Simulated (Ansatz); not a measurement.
Pressure series in BN

The reference is BN in the zinc blende structure (space group F-43m, No. 216).

```yaml
crystal:
  lattice:
    - [0.00000, 1.81205, 1.81205]
    - [1.81205, 0.00000, 1.81205]
    - [1.81205, 1.81205, 0.00000]
  atoms:
    - { symbol: N, position: [0.75000, 0.75000, 0.75000] }
    - { symbol: B, position: [0.00000, 0.00000, 0.00000] }
```

Cell and atoms are relaxed at each pressure.

Calculations: Kohn–Sham DFT with the PBE functional, run in Ansatz (a first-principles code) with PAW and 420 eV plane waves, without spin-orbit coupling, earlier PAW set.

Candidates:
(a) pressure −2 GPa
(b) pressure 10 GPa
(c) pressure 7.5 GPa

For the base:

The smallest direct gap comes out as 8.79 eV.

Problem. Order them by smallest direct gap, lowest first.

Solution. (a) pressure −2 GPa (8.76 eV), (c) pressure 7.5 GPa (8.88 eV), (b) pressure 10 GPa (8.91 eV)

Load acts through the strain it causes; cell and atoms are relaxed under it. No phonon test of stability was made. Competing high-pressure phases were not computed.
